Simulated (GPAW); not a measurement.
## A self-consistent single point of NaI (Fm-3m, 2 atoms in the cell) with GPAW

Method of the run: LDA (Perdew-Wang 92), GPAW PAW datasets LDA (gpaw-data 1.0.1) (plane waves; GPAW).

The input file:

```python
from ase import Atoms
from ase.units import GPa
from gpaw import GPAW, PW, FermiDirac

atoms = Atoms(['Na', 'I'],
              cell=[[0.000000, 3.244705, 3.244705],
                    [3.244705, 0.000000, 3.244705],
                    [3.244705, 3.244705, 0.000000]],
              positions=[[0.000000, 0.000000, 0.000000],
                         [3.244705, 3.244705, 3.244705]],
              pbc=True)

calc = GPAW(mode=PW(850),
            xc='LDA',
            kpts=(3, 3, 3),
            occupations=FermiDirac(0.01),
            nbands=-8,
            convergence={'bands': -6},
            symmetry={'symmorphic': False, 'tolerance': 0.0005},
            maxiter=150)

atoms.calc = calc

energy = atoms.get_potential_energy()
print('Energy (eV):', round(energy, 6))
forces = atoms.get_forces()
print('Forces (eV/Ang):')
print(forces.round(5))
stress = atoms.get_stress()
print('Stress (GPa, Voigt):', (stress / GPa).round(4))
```

Output (repeated stretches shortened):

```
Input parameters:
  convergence: {bands: -6}
  kpts: [3 3 3]
  maxiter: 150
  mode: {ecut: 850.0,
         name: pw}
  nbands: -8
  occupations: {fixmagmom: False,
                name: fermi-dirac,
                width: 0.01}
  symmetry: {symmorphic: False,
             tolerance: 0.0005}

species:
  Na:
    name: Sodium
    Z: 11.0
    valence: 7
    core: 4
    charge: 0.0
    file: Na.LDA.gz

    # Using partial waves for Na as LCAO basis

  I:
    name: Iodine
    Z: 53.0
    valence: 7
    core: 46
    charge: 0.0
    file: I.LDA.gz

    # Using partial waves for I as LCAO basis

Reference energy: -197782.193773  # eV

Spin-paired calculation

Convergence criteria:
 Maximum [total energy] change in last 3 cyles: 0.0005 eV / valence electron
 Maximum integral of absolute [dens]ity change: 0.0001 electrons / valence electron
 Maximum integral of absolute [eigenst]ate change: 4e-08 eV^2 / valence electron
 Maximum number of scf [iter]ations: 150

Symmetries present (total): 48
Symmetries with fractional translations: 0
27 k-points: 3 x 3 x 3 Monkhorst-Pack grid
4 k-points in the irreducible part of the Brillouin zone
       k-points in crystal coordinates                weights
   0:     0.00000000    0.00000000    0.00000000          1/27
   1:     0.33333333    0.33333333   -0.33333333         12/27
   2:     0.33333333    0.33333333    0.00000000          6/27
   3:     0.33333333    0.33333333    0.33333333          8/27

Wave functions: Plane wave expansion
  Cutoff energy: 850.000 eV
  Number of coefficients (min, max): 3833, 3856
  Pulay-stress correction: 0.000000 eV/Ang^3 (de/decut=0.000000)

Occupation numbers: Fermi-Dirac:
  width: 0.0100  # eV

Eigensolver

Densities:
  Coarse grid: 32*32*32 grid
  Fine grid: 64*64*64 grid
  Total Charge: 0.000000

Density mixing:
  Method: separate
  Backend: pulay
  Linear mixing parameter: 0.05
  old densities: 5
  Damping of long wavelength oscillations: 50

Hamiltonian:
  XC and Coulomb potentials evaluated on a 64*64*64 grid
  External potential:
    NoExternalPotential

Number of atoms: 2
Number of atomic orbitals: 11
Number of bands in calculation: 15
Number of valence electrons: 14
Bands to converge: 9

Density initialized from atomic densities
  11 bands from LCAO basis set
  4 bands from random numbers

Atomic positions and initial magnetic moments

Positions:
   0 Na     0.000000    0.000000    0.000000    ( 0.0000,  0.0000,  0.0000)
   1 I      3.244705    3.244705    3.244705    ( 0.0000,  0.0000,  0.0000)

Unit cell:
           periodic     x           y           z      points  spacing
  1. axis:    yes    0.000000    3.244705    3.244705    32     0.1171
  2. axis:    yes    3.244705    0.000000    3.244705    32     0.1171
  3. axis:    yes    3.244705    3.244705    0.000000    32     0.1171

  Lengths:   4.588706   4.588706   4.588706
  Angles:   60.000000  60.000000  60.000000

Effective grid spacing dv^(1/3) = 0.1278

     iter     time        total  log10-change:
                         energy   eigst   dens
iter:   1 --:--:--    -5.975788   +0.21
iter:   2 --:--:--    -5.971248   +0.30  -1.41
iter:   3 --:--:--    -5.942990   -1.88  -1.44
iter:   4 --:--:--    -5.943463   -3.41  -1.75
iter:   5 --:--:--    -5.942313c  -3.86  -1.91
iter:   6 --:--:--    -5.942290c  -5.75  -3.07
iter:   7 --:--:--    -5.942299c  -6.81  -3.27
iter:   8 --:--:--    -5.942274c  -5.84  -3.21
iter:   9 --:--:--    -5.942275c  -7.56c -3.93
iter:  10 --:--:--    -5.942277c  -7.53c -3.92
iter:  11 --:--:--    -5.942274c  -7.42c -4.00
iter:  12 --:--:--    -5.942273c  -8.18c -4.31c

Converged after 12 iterations.

Dipole moment: (0.000000, 0.000000, -0.000000) |e|*Ang

Energy contributions relative to reference atoms: (reference = -197782.193773)

Kinetic:         +7.615658
Potential:       -7.788313
External:        +0.000000
XC:              -5.722407
Entropy (-ST):   -0.000000
Local:           -0.047212
SIC:             +0.000000
--------------------------
Free energy:     -5.942273
Extrapolated:    -5.942273

Showing only first 2 kpts
 Kpt  Band  Eigenvalues  Occupancy
  0     5      0.42915    2.00000
  0     6      0.42915    2.00000
  0     7      3.73220    0.00000
  0     8      8.24517    0.00000

  1     5     -1.04115    2.00000
  1     6     -0.07848    2.00000
  1     7      5.77792    0.00000
  1     8      7.32371    0.00000

Fermi level: 1.88880

Gap: 3.303 eV
Transition (v -> c):
  (s=0, k=0, n=6, [0.00, 0.00, 0.00]) -> (s=0, k=0, n=7, [0.00, 0.00, 0.00])
No difference between direct/indirect transitions
Energy (eV): -5.942273

Forces in eV/Ang:
  0 Na    0.00000   -0.00000   -0.00000
  1 I     0.00000    0.00000   -0.00000

Stress tensor:
     0.008437     0.000000     0.000000
     0.000000     0.008437    -0.000000
     0.000000    -0.000000     0.008437
Stress (GPa, Voigt): [ 1.3517  1.3517  1.3517 -0.      0.      0.    ]
```

The run converged in 12 iterations. GPAW prints stress with tension positive.

The starting cell has typed, rounded lattice constants, without a prior relaxation at this level. Its lattice was rescaled by up to half a per cent. Spin-orbit coupling is off.
